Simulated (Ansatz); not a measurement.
Take ZrO2 in the fluorite structure (space group Fm-3m, No. 225; a = 5.1159 Å) as the base.

Level of theory: DFT with PBE, PAW potentials and a 420 eV plane-wave cutoff in Ansatz (an electronic-structure program), spin-orbit coupling left out.

Base values:

- Shortest interatomic distance = 2.215 Å
- Electron mass = 0.51, 2.1 mₑ (at Γ)
- Band gap = 3.32 eV

Perturbation: cell and atoms relaxed at a pressure of 0.9 GPa.

Task: What does the calculation give for the shortest interatomic distance, electron mass and band gap after the change?

Result: The shortest interatomic distance drops by 0.003 Å, from 2.215 Å to 2.212 Å; the electron mass (degenerate bands, along [100]) goes from 0.51, 2.1 mₑ (at Γ) to 0.50, 2.1 mₑ (at Γ); the band gap goes up by 0.01 eV, from 3.32 eV to 3.33 eV.

Load acts through the strain it causes; cell and atoms are relaxed under it. Effective masses come from finite differences of ±0.01 Å⁻¹. No phonon test of stability was made. This is not the structure that ZrO2 has at room temperature and ambient pressure.
